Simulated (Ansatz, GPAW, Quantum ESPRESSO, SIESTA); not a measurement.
# Code comparison for NiAl (Pm-3m, 2 atoms in the cell)

Relaxation of cell and atoms.

```
NiAl
1.0
    2.89000     0.00000     0.00000
    0.00000     2.89000     0.00000
    0.00000     0.00000     2.89000
Al Ni
1 1
Direct
  0.50000   0.50000   0.50000
  0.00000   0.00000   0.00000
```

Shared settings, as Ansatz (a quantum-chemistry and plane-wave program) writes them: kpoints.mp_grid.grid = 9 9 9; scf.occupations.method = gaussian; scf.occupations.width = 0.136 eV. Potentials and cutoffs stand in the table.

```csv
code,model,final volume (Å³/atom),cutoff
Ansatz,"PBE, default PAW files",12.10,default
Quantum ESPRESSO,"PBE, SSSP 1.1.2 efficiency (PBE) pseudopotentials",12.11,50 Ry
SIESTA,"GGA PBE, numerical atomic orbitals DZP, PseudoDojo PBE standard norm-conserving potentials (rewritten from UPF to PSML)",11.94,grid 350 Ry
GPAW,"PBE, GPAW PAW datasets PBE (gpaw-data 1.0.1)",12.16,850 eV
```

On Ansatz's run: spin polarisation is off.

The spread over the programs that give each value: final volume within 0.22 Å³/atom.

SIESTA uses small atom-centred bases, whose incompleteness enters pressures, forces and empty levels differently from a plane-wave cutoff. The programs treat the finite-basis stress differently while the cell relaxes: Ansatz adds an estimate of it.

The starting cell has typed, rounded lattice constants, without a prior relaxation at this level.

Keys are those of Ansatz 0.2.
